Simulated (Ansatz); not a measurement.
A computed series for TiAl: pressure series

Consider TiAl (space group P4/mmm, No. 123; a = 2.824 Å, c = 4.071 Å).

Cell and atoms are relaxed at each pressure.

Level of theory: PBE/PAW in Ansatz (an electronic-structure program), spin-orbit coupling left out.

| P (GPa) | V (Å³/atom) |
|---|---|
| -2.00 | 16.536 |
| -1.00 | 16.382 |
| 0.89 | 16.110 |
| 2.08 | 15.950 |
| 4.49 | 15.648 |
| 8.99 | 15.149 |
| 14.99 | 14.584 |
| 22.50 | 13.991 |
| 29.99 | 13.492 |

A third-order Birch–Murnaghan fit to these points gives V₀ = 16.24 Å³/atom, B₀ = 114 GPa and B₀′ = 3.8. At pressure 30 GPa the volume is 83.1 % of V₀.

Load acts through the strain it causes; cell and atoms are relaxed under it. Stability against distortions was not tested. Competing high-pressure phases were not computed. All final runs are without spin polarisation.
